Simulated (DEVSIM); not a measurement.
System: Au/Al2O3/n-Si capacitor, at 400 K.

| layer (left to right) | material | thickness (nm) | Nd (cm⁻³) |
|---|---|---|---|
| 1 | Al2O3 | 18.0 | - |
| 2 | Si | 1400 | 1.8e17 |

Metal gate on the left, work function 5.1 eV. Fixed charge at the semiconductor interface 0 cm⁻² (in units of +e); no interface traps.

The device is made up for the run: typed textbook-type constants, with dimensions and the other settings drawn at random. Values at 300 K; Nc and Nv go as T^1.5, mobilities as T to minus their exponent, the gap by Varshni's rule with the affinity fixed.

```
parameter         Al2O3        Si
----------------  -----  --------
gap (eV)            6.8     1.124
affinity (eV)      1.35      4.05
permittivity          9      11.7
Nc (cm⁻³)             -   2.86e19
Nv (cm⁻³)             -    3.1e19
Varshni α (eV/K)      -  0.000473
Varshni β (K)         -       636
```

Model (solved in DEVSIM): 1D Poisson equation in equilibrium, Boltzmann statistics, complete ionisation; no quantum confinement or tunnelling. Metal contacts follow the ideal Schottky-Mott rule: no Fermi-level pinning, no interface dipoles.

Base results: flat-band voltage (V) 0.86; capacitance of the dielectric stack (μF/cm²) 0.443; minimum of the low-frequency capacitance (μF/cm²) 0.123; threshold voltage (band bending 2φF) (V) -0.32.

### Question
What follows from this one change: temperature 400 → 500 K?

### Answer
flat-band voltage 0.86 → 0.80 V; capacitance of the dielectric stack little changed (0.443 μF/cm²); minimum of the low-frequency capacitance 0.123 → 0.140 μF/cm²; threshold voltage (band bending 2φF) -0.32 → -0.17 V.

### Question
What follows from this one change: interface trap density 0 → 3e+11 cm^-2 eV^-1?

### Answer
flat-band voltage 0.86 → 0.92 V; capacitance of the dielectric stack little changed (0.443 μF/cm²); minimum of the low-frequency capacitance 0.123 → 0.146 μF/cm²; threshold voltage (band bending 2φF) -0.32 → -0.34 V.

### Question
What follows from this one change: Al2O3 thickness 0.018 → 0.015 μm?

### Answer
flat-band voltage little changed (0.86 V); capacitance of the dielectric stack 0.443 → 0.531 μF/cm²; minimum of the low-frequency capacitance 0.123 → 0.128 μF/cm²; threshold voltage (band bending 2φF) -0.32 → -0.24 V.
